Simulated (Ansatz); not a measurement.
The parent structure is ZrSi$_{2}$ (space group Cmcm, No. 63).

```
ZrSi2
1.0
    1.85229    -7.39763     0.00000
    1.85229     7.39763     0.00000
    0.00000     0.00000     3.67900
Si Zr
4 2
Cartesian
  1.85229  -6.61144   2.75925
  1.85229   6.61144   0.91975
  1.85229   3.70200   2.75925
  1.85229  -3.70200   0.91975
  1.85229  -1.55920   2.75925
  1.85229   1.55920   0.91975
```

Cartesian axes are those of the cell as printed.

Computed with PBE (Ansatz, a program for electronic structure), no SOC, earlier PAW set.

For the base:

| Quantity | Value |
|---|---|
| Volume per atom | 16.80 Å³ |
| Pressure | 0.0 GPa |
| Band gap | zero |

Modification: biaxial strain −3.90 %, plane normal [001], relaxed out of plane (Cartesian); in-plane vectors clamped, the third vector and the atoms free.

Q: What happens to the volume per atom, pressure, energy relative to the base and band gap?

A: The volume per atom drops by 0.91 Å³, from 16.80 Å³ to 15.89 Å³; the pressure (mean of the normal stresses, compression positive) goes from zero to 7.1 GPa; the energy grows by 41 meV/atom; the band gap remains zero.

Without a gap, meshes like the base's 13×13×13 leave anisotropic stresses uncertain by several tenths of a GPa, and small strain energies with them. No phonon test of stability was made. The final runs are not spin-polarised.
